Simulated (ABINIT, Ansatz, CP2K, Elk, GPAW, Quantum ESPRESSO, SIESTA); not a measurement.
## One structure in several programs: CsSiI3 (R3m, 5 atoms in the cell)

Self-consistent single point.

```xyz
5
Lattice="4.2423 2.4493 3.6912 -4.2423 2.4493 3.6912 0.0000 -4.8986 3.6912" Properties=species:S:1:pos:R:3 pbc="T T T"
Cs     0.0000     0.0000     0.0112
Si     0.0000     0.0000     5.1233
I      0.0000     2.3145     3.8135
I     -2.0044    -1.1573     3.8135
I      2.0044    -1.1573     3.8135
```

Shared settings, as Ansatz (a quantum-chemistry and plane-wave program) writes them: kpoints.mp_grid.grid = 4 4 4; scf.occupations.method = fermi_dirac; scf.occupations.width = 0.05 eV. Potentials and cutoffs stand in the table.

```
code                                                                                                                                      model  pressure (GPa)  largest force (eV/Å)  gap on the mesh (eV)       cutoff
----------------  -----------------------------------------------------------------------------------------------------------------------------  --------------  --------------------  --------------------  -----------
ABINIT                                                                                       PBEsol, PAW (JTH v2.0 PBE PAW, files made for PBE)           -1.03                 0.062                 0.746        21 Ha
GPAW                                                                                      PBEsol, GPAW PAW datasets PBEsol (made by gpaw-setup)           -0.92                 0.096                 0.759       600 eV
CP2K                                                                 PBEsol, GPW, DZVP-MOLOPT-SR-GTH basis, GTH-PBE potentials (GTH_POTENTIALS)           -0.60                 0.248                 0.697  grid 500 Ry
Quantum ESPRESSO                                                                           PBEsol, SSSP 1.1.2 efficiency (PBE) pseudopotentials           -1.03                 0.058                 0.736        50 Ry
Elk                                           PBEsol, all-electron FP-LAPW, Elk's shipped species files, APW+lo basis with extra local orbitals               –                 0.054                 0.755     rgkmax 8
Ansatz                                                                                                          PBEsol, PAW files made with PBE           -1.01                 0.045                 0.758       420 eV
SIESTA            GGA PBEsol, numerical atomic orbitals DZP, PseudoDojo PBEsol standard norm-conserving potentials (rewritten from UPF to PSML)           -0.97                 0.247                 0.753  grid 300 Ry
```

Size of the force on each atom (eV/Å): Sizes of forces hide their directions.

```
code                Cs1    Si2     I3     I4     I5
----------------  -----  -----  -----  -----  -----
ABINIT            0.000  0.062  0.042  0.042  0.042
GPAW              0.002  0.096  0.062  0.062  0.062
CP2K              0.011  0.248  0.197  0.197  0.197
Quantum ESPRESSO  0.003  0.058  0.040  0.040  0.040
Elk               0.027  0.054  0.016  0.016  0.016
Ansatz            0.002  0.045  0.026  0.026  0.026
SIESTA            0.018  0.247  0.153  0.153  0.153
```

A dash marks a value that a program does not give, or that is left out as unsure.

Gaps are read on the mesh.

On Ansatz's run: spin-orbit coupling is off.

The spread over the programs that give each value: pressure within 0.43 GPa; largest force within 0.203 eV/Å; gap on the mesh within 0.062 eV.

CP2K and SIESTA use small atom-centred bases, whose incompleteness enters pressures, forces and empty levels differently from a plane-wave cutoff. Elk treats all electrons, but the usual bases taken here (sphere radii, linearisation, local orbitals, empty states) were not tested for convergence, so the values are no reference for the others. Ansatz's pressure is given at a fixed set of plane waves, as the other plane-wave codes print theirs. In the force vectors, CP2K (by 0.188), Elk (by 0.114) and SIESTA (by 0.187) lie more than 0.08 eV/Å from the median of the plane-wave programs.

The starting cell comes from a database of computed structures (which also holds hypothetical and non-ambient phases and stackings), without a prior relaxation at this level.

Keys are those of Ansatz 0.2.
